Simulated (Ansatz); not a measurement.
Data:

End structure of a constructed model of the (111) surface of fcc Au, a pseudomorphic layer of Ta in the host's stacking (bottom of the slab: a bare face, its two planes held):

```yaml
crystal:
  lattice:
    - [2.93959, 0.00000, 0.00000]
    - [-1.46980, 2.54576, 0.00000]
    - [0.00000, 0.00000, 31.00000]
  atoms:
    - { symbol: Au, position: [0.33333, 0.66667, 0.26306] }
    - { symbol: Au, position: [0.66667, 0.33333, 0.34049] }
    - { symbol: Au, position: [0.00000, 0.00000, 0.41764] }
    - { symbol: Au, position: [0.33333, 0.66667, 0.49521] }
    - { symbol: Au, position: [0.66667, 0.33333, 0.57351] }
    - { symbol: Au, position: [0.00000, 0.00000, 0.65212] }
    - { symbol: Ta, position: [0.33333, 0.66667, 0.72599] }
```

Set-up: 7 atoms, 14.7 Å thick at the start; mesh 15x15x1; 0.1 eV smearing; dipole correction on; single point; on the structure that PBE left under its start's symmetry; no spin, no spin-orbit, no U. It is one candidate, not shown to be the stable structure of the face.

**Question.** Give the work function of the top face at the level r2SCAN, at the PBE geometry run with Ansatz (a first-principles code).

**Answer.** 5.17 eV
